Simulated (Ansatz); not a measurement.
Defect: Cu-vacancy pair (Cu on one host Al site, one Al site vacant) in fcc Al, neutral cell. The step: the Cu atom itself jumps into the vacancy (Cu-vacancy distance between ideal sites 2.86 Å throughout); the atom moves 2.97 Å along (0.00, 0.52, 0.52) of the unit cell; the moving atom starts with neighbours 2 Al at 2.79, 7 Al at 2.80, 2 Al at 2.82 Å and ends with 2 Al at 2.79, 7 Al at 2.80, 2 Al at 2.82 Å. A PBE band in Ansatz (plane-wave PAW, a 4×4×4 k-point mesh shifted by half a step, 32 host sites, 17 SCF runs with any check of the saddle's order, static, no finite-size correction) gives a forward barrier of 0.48 eV. The saddle point's order was not checked, and it lies on a symmetry element of the cell, where a band can be held. Forms of the defect that were not tried may lie lower.

Single points at the band's start and saddle point can refine it. Rough cost of one point, in units of the band's mean SCF on the same machine:

| Level | Cost of one point |
|---|---|
| PBE, a 6×6×6 k-point mesh shifted by half a step | about 3 |
| r2SCAN at 500 eV, a 4×4×4 k-point mesh shifted by half a step | about 2 |

Which of these move the barrier by more than 0.1 eV, and how far does each move it?

Not one does. PBE, a 6×6×6 k-point mesh shifted by half a step: +0.02 eV; r2SCAN at 500 eV, a 4×4×4 k-point mesh shifted by half a step: +0.04 eV. Each functional is compared with PBE at the same k-points.

Ansatz is a program for electronic structure.
